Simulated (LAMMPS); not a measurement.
MD of CeO2 (fluorite) at zero pressure, 324 atoms, as a crystal; each row is its own run.

Model: classical MD, Buckingham potential of Lewis and Catlow, J. Phys. C 18, 1149 (1985), first set, used with rigid ions (no shells), PPPM sums, short-range terms cut at 10 Å, modified for these runs by an r^-4 repulsive force inside the short-range force's maximum, run in LAMMPS.

```csv
T (K),volume (Å³/atom)
200,13.630
300,13.663
1620,14.185
2020,14.352
2840,14.688
```

Task: Fit a straight line, y = a + b x, to these rows (x is the first column, y the second) and predict the run at x = 1220.

Result: Least squares gives a = 13.544 and b = 0.0004008. At x = 1220 the fit predicts 14.033 Å³/atom. The run itself gave 14.025 ± 0.003 Å³/atom, so the fit is 0.057 % high.

Caution: the potential ionic pair potential lewis1985a is fitted to static crystal properties with a polarisable anion, which is rigid here.

Caution (rows 1220; 1620; 2020; 2840): a run this short can hold a crystal over, or a liquid under, the potential's own melting point, which these runs don't give.
